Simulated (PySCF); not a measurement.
PySCF 2.14.0, unrestricted PBE/def2-tzvp, df: Cu(Cl)(OMe) (C[O][Cu][Cl]), charge 0, multiplicity 2, 7 atoms. The geometry is a generated start, not checked to be a minimum at this level.

- task = energy
- method = pbe
- basis = def2-tzvp
- two-electron scheme = density fitting
- mol.max_memory = 3000 MB
- mf.max_cycle = 100
- mf.init_guess = minao (default)
- mf.DIIS = CDIIS (default)
- mf.conv_tol = 1e-09 (default)
- mf.grids.level = 3 (default)
- basis functions = 162
- grid points = 97144

```xyz
7

Cu     0.4305     1.4908     0.7342
Cl     0.5512     3.4959     0.7604
O      0.3280    -0.2138     0.6456
C     -0.2130    -1.0251    -0.3307
H      0.2549    -0.8380    -1.3073
H     -0.0609    -2.0747    -0.0559
H     -1.2907    -0.8351    -0.4463
```

Charge 0 and multiplicity 2 are set for this test and not shown to be the ground state.

One run each on 2 threads, 1 BLAS thread. Values of diis_space tried: 3, 5, 8 (default), 12, 20.

Question: Which value of diis_space needs the fewest Fock builds, and what happens away from it?

Answer: Fewest Fock builds, within one of each other: 8 (default) with 19, 12 with 18, 20 with 18. The count rises to 36 at 3. All converge to one solution.

| diis_space | Fock builds | end |
|---|---|---|
| 3 | 36 | same solution |
| 5 | 23 | same solution |
| 8 (default) | 19 | same solution |
| 12 | 18 | same solution |
| 20 | 18 | same solution |
